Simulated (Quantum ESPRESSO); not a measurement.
Convergence series on Zr5AlSb3 (P6_3/mcm, 18 atoms in the cell)

Zr5AlSb3 is modelled in the hexagonal space group P6₃/mcm (No. 193), Pearson symbol hP18. Cell: a = 8.6981 Å, b = 8.6981 Å, c = 5.8403 Å, α = 90.00°, β = 90.00°, γ = 120.00°. Zr1 on 6g sees 2 Al at 2.774 Å and 5 Sb at 2.974–3.089 Å. Zr2 on 4d sees 6 Sb at 3.067 Å. Al on 2b sees 6 Zr at 2.774 Å (octahedral). Sb on 6g sees 9 Zr at 2.974–3.089 Å. (Neighbours: up to the widest gap in distance over summed covalent radii, below 1.35, at either atom; cation-cation and far metal-metal contacts left out.)

Level of theory: PBEsol, PSlibrary ultrasoft (PBE) pseudopotentials (plane waves; Quantum ESPRESSO).

The starting cell comes from a database of computed structures (which also holds hypothetical and non-ambient phases and stackings), without a prior relaxation at this level. In the base run, with a pressure of about -3 GPa the cell is away from its equilibrium volume at this level. Without a gap this mesh is coarse (it stands for a supercell whose shortest vector is 18 Å).

Held fixed: ecutwfc = 55 Ry; ecutrho = 330 Ry; occupations = smearing; smearing = gaussian; degauss = 0.0073499 Ry; input_dft = pbesol; K_POINTS = automatic 3 3 3 0 0 0; mixing_beta = 0.4.

ΔF is the free energy per atom less that of the last row (7.3e-10 Ry).

| conv_thr | ΔF (meV/atom) | pressure (GPa) | largest force (eV/Å) | iterations |
|---|---|---|---|---|
| 0.0073 Ry | 0.77 | -2.90 | 0.459 | 5 |
| 0.00073 Ry | 0.01 | -3.16 | 0.069 | 7 |
| 7.3e-05 Ry | 0.01 | -3.16 | 0.069 | 7 |
| 7.3e-06 Ry | 0.00 | -3.13 | 0.053 | 9 |
| 7.3e-07 Ry | 0.00 | -3.14 | 0.056 | 10 |
| 7.3e-08 Ry | 0.00 | -3.14 | 0.058 | 12 |
| 1e-09 Ry | 0.00 | -3.14 | 0.057 | 15 |
| 7.3e-10 Ry | 0.00 | -3.14 | 0.057 | 15 |

Largest force within 0.01 eV/Å of the last row: from conv_thr = 7.3e-06 Ry on; the one before it is off by 0.012 eV/Å. The value it settles on is 0.057 eV/Å at this level of theory and with the other settings as held.

Pressure within 0.05 GPa of the last row: from conv_thr = 0.00073 Ry on; the one before it is off by 0.24 GPa. The value it settles on is -3.14 GPa at this level of theory and with the other settings as held.
